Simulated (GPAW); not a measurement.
Band structure of KMgF3 (Pm-3m, 5 atoms in the cell).

```yaml
crystal:
  lattice:
    - [4.00234, 0.00000, 0.00000]
    - [0.00000, 4.00234, 0.00000]
    - [0.00000, 0.00000, 4.00234]
  atoms:
    - { symbol: K, position: [0.50000, 0.50000, 0.50000] }
    - { symbol: Mg, position: [0.00000, 0.00000, 0.00000] }
    - { symbol: F, position: [0.00000, 0.50000, 0.00000] }
    - { symbol: F, position: [0.50000, 0.00000, 0.00000] }
    - { symbol: F, position: [0.00000, 0.00000, 0.50000] }
```

Method: PBE, GPAW PAW datasets PBE (gpaw-data 1.0.1) (plane waves; GPAW 25.7.0).

Settings: mode = pw; ecut = 900 eV; xc = PBE; kpts = 4 4 4; mesh shift (steps) = 0 0 0; occupations.name = fermi-dirac; occupations.width = 0.02 eV; nbands = -6; convergence.bands = -4; symmetry.symmorphic = false; symmetry.tolerance = 0.0005; maxiter = 100; bandpath_npoints = 40.

The starting cell comes from a database of computed structures (which also holds hypothetical and non-ambient phases and stackings), without a prior relaxation at this level. Its lattice was rescaled by a random factor within 2.5 % of one.

Q: Predict the gap along the standard path and the places of the band edges.

A: The gap along the path is 7.24 eV, from R to Γ; the smallest direct gap on it is 7.56 eV.

Levels in eV from the top of the valence band on the SCF mesh, bands 17 to 24:
| point | 17 | 18 | 19 | 20 | 21 | 22 | 23 | 24 |
|---|---|---|---|---|---|---|---|---|
| Γ | -0.61 | -0.32 | -0.32 | -0.32 | 7.24 | 10.06 | 10.06 | 12.15 |
| X | -0.85 | -0.85 | -0.52 | -0.52 | 10.05 | 10.35 | 11.06 | 12.68 |
| M | -1.02 | -0.89 | -0.89 | -0.02 | 10.84 | 11.62 | 12.52 | 12.52 |
| R | -1.10 | 0.00 | 0.00 | 0.00 | 10.39 | 10.39 | 10.39 | 13.85 |
